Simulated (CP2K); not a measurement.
Band structure of NiSb (P6_3/mmc, 4 atoms in the cell).

```xyz
4
Lattice="3.9567 0.0000 0.0000 -1.9784 3.4266 0.0000 0.0000 0.0000 5.1649" Properties=species:S:1:pos:R:3 pbc="T T T"
Ni     0.0000     0.0000     2.5824
Ni     0.0000     0.0000     0.0000
Sb     0.0000     2.2844     1.2912
Sb     1.9784     1.1422     3.8737
```

Method: CP2K with PBE, GPW, DZVP-MOLOPT-SR-GTH basis, GTH-PBE potentials (GTH_POTENTIALS).

Settings: CUTOFF = 600 Ry; REL_CUTOFF = 60 Ry; SMEAR/METHOD = GAUSSIAN; SIGMA = 0.2 eV; KPOINTS/SCHEME = MONKHORST-PACK 8 8 5; GAMMA_CENTERED = T; XC_FUNCTIONAL = PBE; Ni/BASIS_SET = DZVP-MOLOPT-SR-GTH-q18; Ni/POTENTIAL = GTH-PBE-q18; Sb/BASIS_SET = DZVP-MOLOPT-SR-GTH-q5; Sb/POTENTIAL = GTH-PBE-q5; METHOD = GPW; EPS_DEFAULT = 1e-11; EXTRAPOLATION = USE_GUESS.

The starting cell has typed, rounded lattice constants, without a prior relaxation at this level. Its lattice was rescaled by a random factor within 2.5 % of one. Spin-orbit coupling is off. Spin polarisation is off. Values carry the incompleteness of an atom-centred basis.

Levels in eV from the Fermi level, bands 20 to 25:
```json
[
 {"point": "Γ", "20": "-1.24", "21": "0.00", "22": "0.54", "23": "0.54", "24": "2.44", "25": "2.44"},
 {"point": "M", "20": "-1.73", "21": "-1.49", "22": "-1.30", "23": "-1.24", "24": "-0.33", "25": "1.12"},
 {"point": "K", "20": "-1.54", "21": "-1.27", "22": "-1.27", "23": "-0.57", "24": "-0.57", "25": "0.64"},
 {"point": "A", "20": "-1.99", "21": "0.17", "22": "0.17", "23": "2.08", "24": "2.08", "25": "2.08"},
 {"point": "L", "20": "-1.78", "21": "-1.70", "22": "-1.70", "23": "0.22", "24": "0.22", "25": "1.64"},
 {"point": "H", "20": "-1.87", "21": "-1.32", "22": "-1.32", "23": "-1.19", "24": "-1.19", "25": "4.14"}
]
```

Bands cross the Fermi level along this path, so the cell is metallic at this level.

Higher empty bands are left out: an atom-centred basis made for the valence describes them poorly.
